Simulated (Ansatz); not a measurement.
## HfSi2 with two functionals, uniaxial strain ε_xx = +0.65 %

The parent structure is HfSi₂ (space group Cmcm, No. 63; a = 3.683 Å, b = 14.598 Å, c = 3.658 Å). Axes: x, y, z lie along a, b, c of the conventional cell.

(Cell as relaxed with PBE.)

Levels (all Ansatz, a first-principles code, PAW): PBE (420 eV, no SOC); PBEsol (420 eV, spin-orbit coupling left out).

Each level relaxes its own structure.

```
base                  PBE    PBEsol
---------------  --------  --------
volume per atom  16.39 Å³  15.87 Å³
band gap             zero      zero
```

Now apply this change: uniaxial strain ε_xx = +0.65 %, all other strain components held at zero; the atoms relax in the strained cell.

```csv
quantity,PBE,PBEsol
shortest interatomic distance,2.425 Å,2.415 Å
energy relative to the base (free energy F),+0.5 meV/atom,+0.5 meV/atom
band gap,zero,zero
"pressure (mean of the normal stresses, compression positive)",-0.9 GPa,-0.9 GPa
```

PBE's shortest interatomic distance lies 0.0092 Å above PBEsol's (0.4 %); the two agree on the energy relative to the base, band gap and pressure. Neither level is exact; PBEsol is the comparison here, not a measurement.

Without a gap, meshes like the base's 13×13×13 leave anisotropic stresses uncertain by several tenths of a GPa, and small strain energies with them. Stability against distortions was not tested. The final runs are not spin-polarised.
